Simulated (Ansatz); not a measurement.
# A computed series for hypothetical simple cubic Mo: pressure series

Base system: Mo in the simple cubic structure (space group Pm-3m, No. 221; a = 2.599 Å; a hypothetical phase, not in the database extracts checked).

Cell and atoms are relaxed at each pressure.

All numbers come from PBE (Ansatz, a first-principles code), no spin-orbit coupling.

Notes on the quantities. enthalpy: H = E + PV relative to the base's energy.

```
variant                enthalpy  lattice parameter a
----------------  -------------  -------------------
base                          –              2.599 Å
pressure −2 GPa   -0.22 eV/atom              2.608 Å
pressure −1 GPa   -0.11 eV/atom              2.604 Å
pressure 0.3 GPa  +0.03 eV/atom              2.597 Å
pressure 0.7 GPa  +0.08 eV/atom              2.596 Å
pressure 1.5 GPa  +0.16 eV/atom              2.592 Å
pressure 3 GPa    +0.33 eV/atom              2.586 Å
pressure 5 GPa    +0.54 eV/atom              2.577 Å
pressure 7.5 GPa  +0.81 eV/atom              2.567 Å
pressure 10 GPa   +1.07 eV/atom              2.558 Å
```

Load acts through the strain it causes; cell and atoms are relaxed under it. No phonon test of stability was made. Competing high-pressure phases were not computed. All final runs are without spin polarisation.
